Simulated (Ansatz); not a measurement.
A user runs Ansatz (an electronic-structure program) on Ca3Nb2S7 (I4/mmm, 12 atoms in the cell) and asks whether the run is sound. The aim is a self-consistent single point with DFT, PBE, plane waves, default PAW files.

Cell that was meant: a = 12.7949 Å, b = 12.7949 Å, c = 12.7949 Å, α = 158.71°, β = 158.71°, γ = 30.29°.

Part of the input:

Ansatz 0.2 input:
```yaml
    - { symbol: S, position: [0.904200, 0.404200, 0.500000] }
    - { symbol: S, position: [0.193600, 0.193600, 0.000000] }
    - { symbol: S, position: [0.806400, 0.806400, 0.000000] }
basis:
  ecutwfc: 65.0
kpoints:
  mp_grid: { grid: [5, 5, 5] }
hamiltonian:
```

The program printed (abridged):

```
   [... lines left out ...]
Symmetry: 16 space group operations
Space group: I4/mmm (ITA 139), of the structure as read, at distance tolerance 6.5e-5 Å
k-points: 18 of 125
Initial density: superposition of atomic densities (neutral atoms: chi_scale 0, normalization atom), corrected by the library's trained network
Initial wavefunctions: pseudopotential atomic-orbital guess
Eigensolver: davidson
Functional: x = pbe(κ = 0.804, μ = 0.2195149727645171), c = pbe(β = 0.06672455060314922)
SCF iter   1: F=—  HF=-20365.041919 eV  |F-HF|=—  |Δ(HF+E_count)|=         —  Δρ=3.65e-1  dr2=3.29e2  ethr=1.77e-3  ⟨swp⟩=10.8  Hψ=5313  notcnv=0
all-band conjugate gradients solve this SCF's bands
preconditioner: auto → LDOS
SCF iter   2: F=—  HF=-20156.268717 eV  |F-HF|=—  |Δ(HF+E_count)|=    2.09e2  Δρ=3.85e-2  dr2=1.05e1  ethr=1.77e-3  ⟨swp⟩=7.2  Hψ=5459  notcnv=0
   [... lines left out ...]
SCF iter   9: F=—  HF=-20152.795641 eV  |F-HF|=—  |Δ(HF+E_count)|=   1.57e-5  Δρ=6.28e-5  dr2=2.23e-5  ethr=9.03e-8  ⟨swp⟩=1.2  Hψ=1147  notcnv=0
SCF iter  10: F=—  HF=-20152.795637 eV  |F-HF|=—  |Δ(HF+E_count)|=   3.97e-6  Δρ=1.29e-5  dr2=6.97e-7  ethr=2.28e-8  ⟨swp⟩=2.0  Hψ=1476  notcnv=0
SCF iter  11: F=-20152.795637 eV  HF=-20152.795637 eV  |F-HF|=1.46e-9  |Δ(HF+E_count)|=   2.13e-7  Δρ=3.44e-6  dr2=5.58e-8  ethr=1.02e-10  ⟨swp⟩=12.2  Hψ=4573  notcnv=0
SCF 1 converged in 11 iterations: F = -20152.795637 eV  dr2 = 5.58e-8
Free energy (F): -20152.795637 eV
Internal energy: -20152.510637 eV  (E = F + TS)
E sigma→0 (E₀):  -20152.653137 eV
Entropy (-TS):   -0.285000 eV (-23.750 meV/atom)
Fermi energy:    10.860637 eV
--- Forces (eV/Å), atoms counted from 1 ---
  atom   1  Ca    -0.00000000     0.00000000     0.00000000
  atom   2  Ca     0.00000000    -0.00000000    -0.46896062
  atom   3  Ca     0.00000000    -0.00000000     0.46896062
  atom   4  Nb     0.00000000    -0.00000000    -0.28006654
  atom   5  Nb    -0.00000000     0.00000000     0.28006654
  atom   6  S      0.00000000     0.00000000     0.00000000
  atom   7  S     -0.00000000     0.00000000    -0.20371898
   [... lines left out ...]
  atom  12  S      0.00000000     0.00000000     0.49584813
--- Stress (GPa, compression-positive) ---
       -7.653520      -0.000000       0.000000
       -0.000000      -7.653520       0.000000
        0.000000       0.000000      -8.677224
  P = ⅓ Tr σ = -7.9948 GPa (-79.948 kbar)
  The stress holds the Pulay correction. Without it, at fixed plane waves, as pw.x and ABINIT print it: P = -542.6305 GPa
```

Is anything amiss in this input, and did it matter?

The run is not sound. The fault is a basis or grid far too coarse for these potentials. The error of an incomplete plane-wave basis or grid does not cancel at such settings. To fix it, restore the cutoff that the potentials need and check convergence. The run converged in 11 iterations without an error; against the sound input the free energy goes up by 61.0 eV/atom, the pressure goes from 2.25 to -7.99 GPa and the largest force goes from 2.558 to 0.496 eV/Å. At a fixed set of plane waves, without the program's Pulay estimate, the pressure is -542.63 GPa against 2.24 GPa.

The sound input it was made from differs as follows (other fixes are possible):
```diff
-basis:
-  ecutwfc: 65.0
```

With that input, the run converged in 9 iterations: free energy E − TS (on the zero of these files) -20884.7136 eV; Fermi level (on the code's own zero) 8.28 eV; pressure 2.25 GPa; largest force (vector length) 2.558 eV/Å (DFT, PBE, plane waves, default PAW files).

On the sound input: the starting cell was generated: these elements placed on a structure prototype, without a prior relaxation; it need not be a known phase or ordering of this composition. Its lattice was rescaled by a random factor within 2.5 % of one. Spin polarisation is off. Forces in this geometry exceed 1 eV/Å. Ansatz's pressure includes its estimate of the finite-basis (Pulay) stress.
